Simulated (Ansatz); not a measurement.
Volume per atom of GeSb2Te4 (model structure, started from the GeSb2Te4 type, R-3m, No. 166, 7 atoms in the cell) at several levels of theory

No measured value is used here.

```json
[
 {"level (code)": "PBE (Ansatz)", "value (Å³/atom)": "?"},
 {"level (code)": "PBEsol (Ansatz)", "value (Å³/atom)": "29.83"},
 {"level (code)": "PBE-D3(BJ) (Ansatz)", "value (Å³/atom)": "29.90"}
]
```

**Question.** Some entries are withheld; supply them.

**Answer.** 
- PBE (Ansatz, a first-principles code), value (Å³/atom): 32.26

PBE-D3(BJ): a distance lies near a switch of the dispersion term, which can move the cell. Ansatz's density-functional and Hartree–Fock values are scalar-relativistic unless marked +SOC, with PAW data made under PBE.

A model structure was made by putting elements into a prototype or built by hand; it is no filed structure, need not be a known phase, and can be a saddle point held by its symmetry.
